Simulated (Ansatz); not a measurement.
Rh: pressure series

Base system: Rh in the fcc (Cu type) structure (space group Fm-3m, No. 225).

```yaml
crystal:
  lattice:
    - [0.00000, 1.91503, 1.91503]
    - [1.91503, 0.00000, 1.91503]
    - [1.91503, 1.91503, 0.00000]
  atoms:
    - { symbol: Rh, position: [0.00000, 0.00000, 0.00000] }
```

Cell and atoms are relaxed at each pressure.

Computed with Kohn–Sham DFT with the PBE functional, run in Ansatz (a program for electronic structure) with PAW and 420 eV plane waves, scalar-relativistic without spin-orbit coupling.

Notes on the quantities. enthalpy: H = E + PV relative to the base's energy.

| case | volume per atom | enthalpy |
|---|---|---|
| base | 14.05 Å³ | – |
| pressure −2 GPa | 14.16 Å³ | -0.18 eV/atom |
| pressure −1 GPa | 14.10 Å³ | -0.09 eV/atom |
| pressure 0.3 GPa | 14.03 Å³ | +0.03 eV/atom |
| pressure 0.7 GPa | 14.01 Å³ | +0.06 eV/atom |
| pressure 1.5 GPa | 13.97 Å³ | +0.13 eV/atom |
| pressure 3 GPa | 13.89 Å³ | +0.26 eV/atom |
| pressure 5 GPa | 13.79 Å³ | +0.43 eV/atom |
| pressure 7.5 GPa | 13.67 Å³ | +0.65 eV/atom |
| pressure 10 GPa | 13.56 Å³ | +0.86 eV/atom |

Load acts through the strain it causes; cell and atoms are relaxed under it. Whether these cells are dynamically stable was not tested. No other phases were tried under pressure. The final runs are not spin-polarised.
